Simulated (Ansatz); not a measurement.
Base system: Cu in the fcc (Cu type) structure (space group Fm-3m, No. 225).

Space group Fm-3m (No. 225); a = b = c = 3.5179 Å, α = β = γ = 90.00°

```
atom  site  symmetry       x       y       z
----  ----  --------  ------  ------  ------
Cu      4a      m-3m  0.0000  0.0000  0.0000
```
(The calculation used a cell of 1 atom; values per cell refer to that cell.)

Computed with LDA/PAW in Ansatz (a quantum-chemistry and plane-wave program), no spin-orbit coupling.

Base values:

```
Property                           Result
-----------------------------  ----------
Shortest interatomic distance  4.701 bohr
Density                        9.69 g/cm³
```

Modification: a hydrostatic pressure of 2.1 GPa.

### Question
How does this affect the shortest interatomic distance and density?

### Answer
The shortest interatomic distance shrinks by 0.017 bohr (4.701 bohr → 4.684 bohr); the density rises by 0.11 g/cm³ to 9.80 g/cm³.

Load acts through the strain it causes; cell and atoms are relaxed under it. No phonon test of stability was made. All final runs are without spin polarisation.
